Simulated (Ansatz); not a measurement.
Amorphous Ti20O39F2, 61 atoms at 3.44 g/cm³, one PBE-relaxed geometry, zone centre. Methods: PBE, scalar-relativistic without spin-orbit coupling (Ansatz, a program for electronic structure); r2SCAN, scalar-relativistic without spin-orbit coupling (Ansatz); HSE06, scalar-relativistic without spin-orbit coupling (Ansatz). Plane waves to 420 eV (r2SCAN 500 eV); exact exchange is cut at the cell's faces. At PBE the levels at the filled edge of the gap are localised (band-tail or defect states). All rungs ran without spin polarisation.

The cell was made by melting and quenching with the CHGNet potential and then relaxed with DFT. O and F atoms were pushed apart under 1.9 Å during the dynamics, to hinder bonds among them. The hot cell started wider than the set density and was brought back towards it in steps. It is the lowest in DFT energy of 2 quenches. It is a model cell: composition and starting density were chosen by hand, and all elements were melted together. No dispersion term was used. Its density started from a set value of 3.58 and ended at 3.44 g/cm³. Cooling (nominally 300 K/ps over its main leg) ran many orders faster than in experiment, which tends to leave more defects and strain. Values belong to this one cell and scatter from quench to quench. The volume was free in the relaxation, at fixed shape. Stress components on the final sampling reach 2.2 GPa. Cycles of charging lowered its energy after that relaxation.

The relaxation ran on the zone centre alone. At PBE the level gap is 2.29 eV on a 2×2×2 Γ-centred mesh, and the spacing at the zone centre alone 2.36 eV.

**Question.** What zone-centre spacing does r2SCAN give, roughly?

**Answer.** 2.69 eV (+0.32 eV against PBE).

**Question.** What zone-centre spacing does HSE06 give, roughly?

**Answer.** 3.87 eV (+1.51 eV against PBE).

The highest filled and the lowest empty state spread over these numbers of atoms (participation numbers): PBE: 7.3 and 7.2; r2SCAN: 7.2 and 7.7; HSE06: 7.2 and 10.8.
